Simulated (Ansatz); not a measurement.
The starting structures come from a database of crystals and need not be the phases stable at ambient conditions.

 Where the default PAW files enter, the runs use the earlier of Ansatz's two default sets.

The decay constant κ of evanescent states in the gap governs leakage through a thin film.

Here is the system:

```
KBH4
1.0
    4.66337     0.00000     0.00000
    0.00767     6.54862     0.00000
    0.00000     0.00000     4.67774
K B H
2 2 8
Direct
  0.24981   0.75012   0.75000
  0.75019   0.24988   0.25000
  0.74951   0.74996   0.25000
  0.25049   0.25004   0.75000
  0.46517   0.14212   0.75000
  0.53483   0.85788   0.25000
  0.25045   0.35808   0.96359
  0.74955   0.64192   0.03641
  0.74955   0.64192   0.46359
  0.25045   0.35808   0.53641
  0.03603   0.14223   0.75000
  0.96397   0.85777   0.25000
```

Space group of this cell: P2_1/m. The cell is taken as given.

Transport runs along the normal of the first two printed cell vectors.

The gap is the functional's own, uncorrected, and κ follows it; spin-orbit coupling is left out. Mid-gap values are interpolated between the computed energies.

### Question
Estimate the band gap and the smallest decay constant κ at mid-gap that PBEsol run with Ansatz (an electronic-structure program) returns for this system.

### Answer
Gap 5.87 eV on a 8×6×6 mesh; κ = 0.436 1/Å, at (0.000, 0.500) of the in-plane reciprocal vectors. At the zone centre, at the nearest computed energy, the slowest state has κ = 0.45 1/Å.
